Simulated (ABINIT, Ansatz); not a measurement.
An Ansatz (an electronic-structure program) input for a self-consistent single point of InSe (P6_3/mmc, 8 atoms in the cell) (DFT, PBE, plane waves, default PAW files):

Ansatz 0.2 input:
```yaml
# InSe
crystal:
  lattice:
    - [4.01343800, 0.00000000, 0.00000000]
    - [-2.00671900, 3.47573900, 0.00000000]
    - [0.00000000, 0.00000000, 17.30644100]
  atoms:
    - { symbol: In, position_ang: [-0.00000201, 2.31716049, 5.71631746] }
    - { symbol: In, position_ang: [2.00672101, 1.15857851, 11.59012354] }
    - { symbol: In, position_ang: [2.00672101, 1.15857851, 14.36953796] }
    - { symbol: In, position_ang: [-0.00000201, 2.31716049, 2.93690304] }
    - { symbol: Se, position_ang: [-0.00000201, 2.31716049, 10.33748334] }
    - { symbol: Se, position_ang: [2.00672101, 1.15857851, 6.96895766] }
    - { symbol: Se, position_ang: [2.00672101, 1.15857851, 1.68426284] }
    - { symbol: Se, position_ang: [-0.00000201, 2.31716049, 15.62217816] }
kpoints:
  mp_grid:
    grid: [5, 5, 1]
hamiltonian:
  xc: pbe
  pseudopotentials:
    kind: paw
scf:
  occupations:
    method: fermi_dirac
    width: 0.05
output:
  forces: true
  eigenvalues: true
  stress: true
```

**Question.** Translate this input to ABINIT.

**Answer.** One input that does it (others would too):

```
# InSe, JTH v2.0 PBE PAW
pp_dirpath "./"
pseudos "In.GGA_PBE-JTH.xml, Se.GGA_PBE-JTH.xml"
acell 3*1.0 Angstrom
rprim
         4.0134378473    0.0000000354    0.0000000000
        -2.0067189543    3.4757391145    0.0000000000
         0.0000000000    0.0000000000   17.3064410000
natom 8
ntypat 2
znucl 49 34
typat 1 1 1 1 2 2 2 2
xcart
        -0.0000000387    4.3787966937   10.8022744452
         3.7921491555    2.1893983804   21.9021592368
         3.7921491555    2.1893983804   27.1544912862
        -0.0000000387    4.3787966937    5.5499423958
        -0.0000000387    4.3787966937   19.5350123269
         3.7921491555    2.1893983804   13.1694213551
         3.7921491555    2.1893983804    3.1827954859
        -0.0000000387    4.3787966937   29.5216381961
ecut 40 Ry
pawecutdg 80 Ry
pawxcdev 0
occopt 3
tsmear 0.05 eV
nband 48
kptopt 1
ngkpt 5 5 1
nshiftk 1
shiftk 0 0 0
nstep 50
tolvrs 1.0e-10
prtwf 0
prtden 0
enunit 1
```

Basis, cutoffs, solver keys and any potentials are the target program's own. This input uses DFT, PBE, plane waves, PAW (JTH v2.0 PBE PAW).

The starting cell comes from a database of computed structures (which also holds hypothetical and non-ambient phases and stackings), without a prior relaxation at this level. Its lattice was rescaled by a random factor within 2.5 % of one.
